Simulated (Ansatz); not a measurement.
# What biaxial strain +1.50 %, plane normal [001], relaxed out of plane does to SiO2

Start from SiO2 (space group P3_221, No. 154; a = 5.0221 Å, c = 5.5103 Å). Axes: x lies along a and z along c of the hexagonal cell.

Now apply this change: tensile biaxial strain of 1.50 % in the plane normal to [001], as in epitaxy on a mismatched substrate; the out-of-plane cell vector and the atoms relax.

All numbers come from PBE, PAW, 420 eV (Ansatz, an electronic-structure program; no spin-orbit coupling). Settings: 8×8×6 k-points, 0.05 eV Fermi–Dirac smearing.

```tsv
quantity	base	changed	shift
volume per atom	13.37 Å³	13.74 Å³	+0.37 Å³
space group	P3_221 (No. 154)	P3_221 (No. 154)	–
shortest interatomic distance	1.626 Å	1.626 Å	+0.0008 Å
pressure (mean of the normal stresses, compression positive)	0.00 GPa	-0.73 GPa	-0.73 GPa
band gap (an upper bound: an edge found on the path is not a true extremum; the changed cell)	5.68 eV	5.60 eV	-0.08 eV
out-of-plane strain	–	-0.26 %	–
ratio −ε⊥/ε∥	–	0.17	–
mean in-plane stress (compression positive)	–	-1.1 GPa	–
```

Stability against distortions was not tested.
